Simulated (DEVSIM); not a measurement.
Schottky contact on n-type Si

System: Schottky contact on n-type Si, at 300 K.

```
layer (left to right)  material  thickness (μm)  Nd (cm⁻³)   τn (s)   τp (s)
---------------------  --------  --------------  ---------  -------  -------
1                            Si            7.30     1.7e16  0.00043  0.00043
```

Left contact: Schottky, work function 4.51 eV, emission velocity 1.1e7 cm/s. Right contact: ohmic. Voltage is applied to the left contact. Recombination: SRH at mid-gap, Auger. Mobility is μmin + (μ − μmin)/(1 + (N/Nref)^α).

This is a model device: material constants are rounded textbook-type values typed into the input, and sizes, dopings and lifetimes were drawn at random. Values at 300 K.

```csv
parameter,Si
gap (eV),1.124
affinity (eV),4.05
permittivity,11.7
Nc (cm⁻³),2.86e19
Nv (cm⁻³),3.1e19
μn (cm²/Vs),1417
μp (cm²/Vs),470
"μn,min",52
"μp,min",45
"Nref,n",9.7e16
"Nref,p",2.2e17
αn,0.68
αp,0.72
Cn (cm⁶/s),2.8e-31
Cp (cm⁶/s),9.9e-32
```

Simulated with DEVSIM: 1D drift-diffusion, Boltzmann statistics, complete ionisation; no tunnelling, impact ionisation, image-force lowering or self-heating. Metal contacts follow the ideal Schottky-Mott rule: no Fermi-level pinning, no interface dipoles.

```json
{
 "potential_step_across_the_device_at_zero_bias": "0.268 V",
 "largest_field_in_the_device_at_zero_bias": "36000 V/cm",
 "Dark forward voltage at 100 A/cm²": "0.156 V"
}
```

Dark forward current:

(V (V), J (A/cm²)): (0.05, 4.0); (0.10, 25); (0.15, 90); (0.20, 200); (0.25, 350); (0.30, 510); (0.35, 680); (0.40, 860); (0.45, 1000); (0.50, 1200); (0.55, 1400); (0.60, 1600); (0.65, 1800); (0.70, 2000); (0.75, 2200)

Dark reverse current:

```
V (V)   J (A/cm²)
------  ---------
-0.20       -0.78
-0.50       -0.81
-1.00       -0.84
-1.50       -0.85
-2.00       -0.86
-3.00       -0.88
-4.00       -0.88
-5.00       -0.89
-6.50       -0.90
-8.00       -0.90
-10.00      -0.90
```
